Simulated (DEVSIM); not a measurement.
System: abrupt Ge p-n junction, at 300 K.

Layer 1 from the left is Ge, thickness (μm) 27.0, Na (cm⁻³) 2.4e16, τn (s) 1.7e-6, τp (s) 1.7e-6. Layer 2 from the left is Ge, thickness (μm) 94.0, Nd (cm⁻³) 3.1e15, τn (s) 1.7e-6, τp (s) 1.7e-6.

Left contact: ohmic. Right contact: ohmic. Voltage is applied to the left contact. Recombination: SRH at mid-gap, radiative. Mobility is constant in doping.

This is a model device: material constants are rounded textbook-type values typed into the input, and sizes, dopings and lifetimes were drawn at random. Values at 300 K.

Ge: gap (eV) 0.664, affinity (eV) 4, permittivity 16, Nc (cm⁻³) 1.04e19, Nv (cm⁻³) 6e18, μn (cm²/Vs) 3900, μp (cm²/Vs) 1900, B (cm³/s) 6.4e-14.

### Question
Estimate by hand the built-in potential, the peak field at zero bias, and compare with a numerical solution.

### Answer

- Built-in potential: ni = √(Nc Nv) exp(−Eg/2kT) = 2.09e13 cm⁻³ with Eg = 0.664 eV; Vbi = kT/q ln(Na Nd/ni²) = 0.311 V; numerical 0.311 V.
- Peak field at zero bias: depletion approximation: W = √(2εVbi/(qN)) = 0.448 μm with N = 2.75e15 cm⁻³; field = 2Vbi/W = 13900 V/cm; numerical 13300 V/cm (estimate above by 4.3 %).

Simulated with DEVSIM: 1D drift-diffusion, Boltzmann statistics, complete ionisation; no tunnelling, impact ionisation, image-force lowering or self-heating.
